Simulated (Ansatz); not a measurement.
**By hand: formation energy of CsI (CsCl type, Pm-3m) from the elements**

Subject: the formation energy of CsI (CsCl type, Pm-3m) from the elements. Reaction: I (Cmce) + Cs (bcc) → CsI (CsCl type). The sign is products less reactants. The value is per atom of the solid.

CsI (CsCl type, Pm-3m), 2 atoms in the cell. Conventional cell: a = b = c = 4.5620 Å, α = β = γ = 90.00°.

Setting: static, neutral cells in Ansatz (PAW) whose structures rest at the PBE+D3(BJ) level. Ansatz (a first-principles code) runs with its default PAW set. The runs are scalar-relativistic, without spin-orbit coupling.

Total energies of the cells in eV, at zero smearing width. They compare only within one column; the weights balance every element.

```
cell             atoms  weight    PBE+D3(BJ)
---------------  -----  ------  ------------
CsI (CsCl type)      2      +4  -13187.21963
I (Cmce)             4      −1  -30052.80159
Cs (bcc)             1      −4   -5670.85448
```

PBE+D3(BJ): 4 × (-13187.21963) − (-30052.80159) − 4 × (-5670.85448) = -12.659 eV; dividing by 8 atoms gives -1.58 eV/atom.

What follows from the PBE+D3(BJ) value: A formula unit of CsI has 2 atoms, so it forms with -1.5824 × 2 = -3.165 eV, or -305.4 kJ/mol at 96.485 kJ/mol per eV.
